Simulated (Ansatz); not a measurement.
Input and output of a self-consistent single point for HfH2 (I4/mmm, 3 atoms in the cell) (Ansatz, a quantum-chemistry and plane-wave program).

Level of theory: PBEsol, PAW files made with PBE (plane waves; Ansatz).

The change in words: lattice scaled by 0.98. Reference geometry:
```
HfH2
1.0
   -1.73070     1.73070     2.14480
    1.73070    -1.73070     2.14480
    1.73070     1.73070    -2.14480
Hf H
1 2
Cartesian
  0.00000   0.00000   0.00000
  1.73070   0.00000   1.07240
  0.00000   1.73070   1.07240
```

Reference input (self-consistent single point, DFT, PBEsol, plane waves, PAW files made with PBE): kpoints.mp_grid.grid = 9 9 9; hamiltonian.xc = pbesol; hamiltonian.pseudopotentials = {kind: paw} (the program's default PAW files); scf.occupations.method = gaussian; scf.occupations.width = 0.01 Ry. This run's input differs from it in these lines:

```diff
@@ -2,5 +2,5 @@
   lattice:
-    - [-1.730705, 1.730705, 2.144800]
-    - [1.730705, -1.730705, 2.144800]
-    - [1.730705, 1.730705, -2.144800]
+    - [-1.696091, 1.696091, 2.101904]
+    - [1.696091, -1.696091, 2.101904]
+    - [1.696091, 1.696091, -2.101904]
   atoms:
```

Log, with long lists cut:

```
SCF iter   1: F=—  HF=-15632.556993 eV  |F-HF|=—  |Δ(HF+E_count)|=         —  Δρ=1.04e-1  dr2=2.06e0  ethr=3.10e-3  ⟨swp⟩=5.0  Hψ=6053  notcnv=0
all-band conjugate gradients solve this SCF's bands
preconditioner: auto → Kerker (q_TF=auto, 2.796 Å⁻¹)
SCF iter   2: F=—  HF=-15631.989804 eV  |F-HF|=—  |Δ(HF+E_count)|=   5.67e-1  Δρ=5.08e-2  dr2=5.61e-1  ethr=3.10e-3  ⟨swp⟩=2.2  Hψ=3024  notcnv=0
   [... lines left out ...]
SCF iter   6: F=—  HF=-15631.732287 eV  |F-HF|=—  |Δ(HF+E_count)|=   8.66e-5  Δρ=2.86e-4  dr2=1.53e-5  ethr=1.37e-6  ⟨swp⟩=2.1  Hψ=2392  notcnv=0
SCF iter   7: F=—  HF=-15631.732292 eV  |F-HF|=—  |Δ(HF+E_count)|=   4.21e-6  Δρ=9.11e-5  dr2=1.82e-6  ethr=5.45e-8  ⟨swp⟩=2.3  Hψ=2510  notcnv=0
SCF iter   8: F=—  HF=-15631.732291 eV  |F-HF|=—  |Δ(HF+E_count)|=   2.34e-7  Δρ=1.95e-5  dr2=1.01e-7  ethr=6.51e-9  ⟨swp⟩=2.7  Hψ=2193  notcnv=0
SCF iter   9: F=-15631.732291 eV  HF=-15631.732291 eV  |F-HF|=1.03e-9  |Δ(HF+E_count)|=   1.62e-8  Δρ=3.67e-6  dr2=3.11e-9  ethr=3.57e-10  ⟨swp⟩=5.9  Hψ=6407  notcnv=0
SCF 1 converged in 9 iterations: F = -15631.732291 eV  dr2 = 3.11e-9
Free energy (F): -15631.732291 eV
Internal energy: -15631.725995 eV  (E = F + TS)
E sigma→0 (E₀):  -15631.729143 eV
Entropy (-TS):   -0.006297 eV (-2.099 meV/atom)
Fermi energy:    18.206750 eV
--- Forces (eV/Å), atoms counted from 1 ---
  atom   1  Hf    -0.00000000     0.00000000     0.00000000
   [... zero for the other atoms too ...]
--- Stress (GPa, compression-positive) ---
        9.347537       0.000000       0.000000
        0.000000       9.347537       0.000000
       -0.000000      -0.000000       7.676438
  P = ⅓ Tr σ = 8.7905 GPa (87.905 kbar)
  The stress holds the Pulay correction. Without it, at fixed plane waves, as pw.x and ABINIT print it: P = 8.5712 GPa
```

The run converged in 9 iterations. Against the reference run the free energy rises by 10.7 meV/atom and the pressure goes from -1.49 to 8.79 GPa.

The starting cell comes from a database of computed structures (which also holds hypothetical and non-ambient phases and stackings), without a prior relaxation at this level. For this run, on top of that: lattice scaled by 0.98. With a pressure of about 9 GPa the cell is away from its equilibrium volume at this level. Ansatz's pressure includes its estimate of the finite-basis (Pulay) stress.

Keys are those of Ansatz 0.2.
